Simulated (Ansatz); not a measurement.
Base system: Pt in the fcc (Cu type) structure (space group Fm-3m, No. 225; a = 3.942 Å; relaxed with 0.1 eV smearing). Axes: x, y, z lie along the cube axes.

Calculations: Ansatz (a program for electronic structure) r2SCAN, no SOC.

The change: every lattice vector is shortened by 2.00 %, atoms relaxed at fixed cell.

**Question.** Predict the stress tensor and what it implies for the stiffness.

**Answer.** Stress of the strained cell less that of the base (GPa, compression positive):
```
   19.3     0.0     0.0
    0.0    19.3     0.0
    0.0     0.0    19.3
```

Then B = −ΔP/(ΔV/V₀) with ΔV/V₀ = -0.0588 gives secant stiffness values (nonlinear terms included at this strain): B ≈ 328 GPa.

As a check, the harmonic strain energy −½ V₀ Δσ:ε is 55 meV/atom; the computed energy rise is 51 meV/atom.

Stability against distortions was not tested. All final runs are without spin polarisation.
